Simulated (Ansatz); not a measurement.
Results of r²SCAN+rVV10 (plane waves, PAW; Ansatz, a quantum-chemistry and plane-wave program) for AlN (Fm-3m, No. 225, 2 atoms in the cell; start mp-1330; high-pressure phase).

Run with plane-wave cutoff 560 eV, 14×14×14 k mesh, Fermi–Dirac smearing 0.01 eV, scalar-relativistic PAW data made under PBE.

Computed at the level's own relaxed cell.

```
AlN
1.0
    0.00000     2.01660     2.01660
    2.01660     0.00000     2.01660
    2.01660     2.01660     0.00000
Al N
1 1
Direct
  0.50000   0.50000   0.50000
  0.00000   0.00000   0.00000
```

Task: List the 5 lowest band energies at Γ above −25 eV (eV, relative to the valence band maximum), grouping those that round alike.

Result: At Γ: -18.47, 0.00 (×3), 6.56.

A start named mp-… is a Materials Project structure, which need not be a measured phase.
